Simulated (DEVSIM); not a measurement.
Device: TaN/TiO2/n-InP capacitor, at 250 K.

Layer 1 from the left is TiO2, thickness (nm) 26.0. Layer 2 from the left is InP, thickness (nm) 7500, Nd (cm⁻³) 6.9e15.

Metal gate on the left, work function 4.4 eV. Fixed charge at the semiconductor interface -2.6e10 cm⁻² (in units of +e); no interface traps.

This is a model device: material constants are rounded textbook-type values typed into the input, and sizes, dopings and lifetimes were drawn at random. Values at 300 K; Nc and Nv go as T^1.5, mobilities as T to minus their exponent, the gap by Varshni's rule with the affinity fixed.

TiO2: gap (eV) 3.2, affinity (eV) 3.9, permittivity 60. InP: gap (eV) 1.344, affinity (eV) 4.38, permittivity 12.5, Nc (cm⁻³) 5.7e17, Nv (cm⁻³) 1.1e19, Varshni α (eV/K) 0.000363, Varshni β (K) 162.

Model (solved in DEVSIM): 1D Poisson equation in equilibrium, Boltzmann statistics, complete ionisation; no quantum confinement or tunnelling. Metal contacts follow the ideal Schottky-Mott rule: no Fermi-level pinning, no interface dipoles.

### Question
What does the simulation give for the minimum of the low-frequency capacitance, the flat-band voltage?

### Answer
minimum of the low-frequency capacitance 0.0248 μF/cm²; flat-band voltage -0.07 V.
